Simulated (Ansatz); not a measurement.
The reference is MgO in the rock salt structure (space group Fm-3m, No. 225; a = 4.215 Å). Axes: x, y, z lie along the cube axes.

Computed with Ansatz (a first-principles code) PBEsol, no SOC, earlier PAW set.

Strains are applied to the cell and any free atomic positions relax; under biaxial strain the out-of-plane vector relaxes too.

One change was made to it. Results:

| quantity | base | after |
|---|---|---|
| band gap | 4.62 eV | 4.60 eV |
| shortest interatomic distance | 2.107 Å | 2.107 Å |

Name the change that was made.
A) tensor shear ε_yz = −0.26 %
B) strain tensor (xx, yy, zz, yz, xz, xy) = (+0.73, +1.41, −0.27, +0.52, −1.15, −1.47) %
C) biaxial strain −1.63 %, plane normal [110], relaxed out of plane
D) isotropic strain −1.36 %
E) biaxial strain +0.71 %, plane normal [001], relaxed out of plane

A, tensor shear ε_yz = −0.26 %. For comparison, the band gap in the other runs: isotropic strain −1.36 % gives 5.03 eV; biaxial strain −1.63 %, plane normal [110], relaxed out of plane gives 4.77 eV; strain tensor (xx, yy, zz, yz, xz, xy) = (+0.73, +1.41, −0.27, +0.52, −1.15, −1.47) % gives 4.30 eV; biaxial strain +0.71 %, plane normal [001], relaxed out of plane gives 4.52 eV.

Whether these cells are dynamically stable was not tested.
